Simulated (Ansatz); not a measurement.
The reference is SnS$_{2}$ (space group Fd-3m, No. 227; a = 10.3580 Å; a cell from a computed database, its experimental status unchecked). Axes: x, y, z lie along the cube axes.

All numbers come from PBEsol (Ansatz, a quantum-chemistry and plane-wave program), without spin-orbit coupling.

For the base:

| Quantity | Value |
|---|---|
| Band gap | 1.06 eV |
| Smallest direct gap | 1.16 eV |

Modification: the cell is stretched by 0.13 % along z with no lateral relaxation; the atoms relax in the strained cell.

### Question
Predict the new band gap, stress and smallest direct gap.

### Answer
The band gap remains 1.06 eV; the stress (xx, yy, zz, yz, xz, xy; compression positive) amounts to (-0.02, -0.02, -0.09, 0.00, 0.00, 0.00) GPa; the smallest direct gap is still 1.16 eV.

Whether these cells are dynamically stable was not tested.
